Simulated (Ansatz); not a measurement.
Convergence series on Sn (I4_1/amd, 2 atoms in the cell)

```cif
data_Sn4
_chemical_formula_sum 'Sn4'
_space_group_name_H-M_alt 'I41/amd :1'
_space_group_IT_number 141
_space_group_name_Hall 'I 4bw 2bw -1bw'
_cell_length_a 5.88028
_cell_length_b 5.88028
_cell_length_c 3.19860
_cell_angle_alpha 90.000
_cell_angle_beta 90.000
_cell_angle_gamma 90.000
loop_
_atom_site_label
_atom_site_type_symbol
_atom_site_symmetry_multiplicity
_atom_site_Wyckoff_symbol
_atom_site_fract_x
_atom_site_fract_y
_atom_site_fract_z
_atom_site_occupancy
Sn1 Sn 4 a 0.00000 0.00000 0.00000 1
```
(The calculation used a cell of 2 atoms; values per cell refer to that cell.)

Method: PBE, harder PAW files (source: ansatz) (plane waves; Ansatz, an electronic-structure program).

The starting cell comes from a database of computed structures (which also holds hypothetical and non-ambient phases and stackings), without a prior relaxation at this level. Ansatz's pressure includes its estimate of the finite-basis (Pulay) stress.

Held fixed: basis.ecutwfc = 640 eV; hamiltonian.xc = pbe; hamiltonian.pseudopotentials = {kind: paw, source: ansatz}; scf.occupations.method = methfessel_paxton; scf.occupations.width = 0.05 eV.

ΔF is the free energy per atom less that of the last row (28 28 28).

The series runs over kpoints.mp_grid.grid = 1 1 1; 2 2 2; 3 3 3; 4 4 4; 5 5 5; 7 7 7; 8 8 8; 9 9 9; 11 11 11; 12 12 12; 13 13 13; 15 15 15; 18 18 18; 23 23 23; 28 28 28.

Q: From which setting on does the pressure stay within 0.2 GPa of the last one?

A: From kpoints.mp_grid.grid = 7 7 7 on; the one before it is off by 0.40 GPa. The value it settles on is 1.4 GPa at this level of theory and with the other settings as held.

```tsv
kpoints.mp_grid.grid	ΔF (meV/atom)	pressure (GPa)	k-points	iterations
1 1 1	-586.7	5.06	1	7
2 2 2	-294.4	3.39	4	6
3 3 3	178.1	1.07	6	6
4 4 4	46.0	1.20	13	6
5 5 5	1.25	1.77	18	6
7 7 7	-12.9	1.27	40	6
8 8 8	8.6	1.37	59	6
9 9 9	4.0	1.44	75	7
11 11 11	-1.03	1.41	126	6
12 12 12	-0.42	1.34	163	6
13 13 13	-1.55	1.32	196	7
15 15 15	0.57	1.37	288	7
18 18 18	1.08	1.36	480	7
23 23 23	-0.29	1.36	936	7
28 28 28	0.00	1.37	1639	7
```

Keys are those of Ansatz 0.2.
